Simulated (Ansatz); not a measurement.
The starting structures come from a database of crystals and need not be the phases stable at ambient conditions.

By PBEsol, the system below comes out a metal.

The ballistic (Sharvin) conductance counts the channels at the Fermi level: G/A = (e²/h) × channels of both spins per area.

Consider the following.

```
MoRh
1.0
    2.79543     0.00000     0.00000
    0.00000     4.43737     0.00000
    1.39772     0.00000     2.42091
Mo Rh
1 1
Cartesian
  0.00000   2.21868   0.00000
  1.39771   0.00000   0.80697
```

Space group of this cell: P-6m2. The cell is taken as given; by PBEsol its mean pressure is -12.5 GPa.

The current flows along the normal of the first two printed cell vectors, the (100) plane of the conventional cell. No spin-orbit coupling; the value is a mean over 0.1 eV about the Fermi level.

Problem. State the ballistic conductance per area according to Ansatz (an electronic-structure program) with PBEsol.

Solution. 1.2 × 10¹⁵ S/m² for both spins.
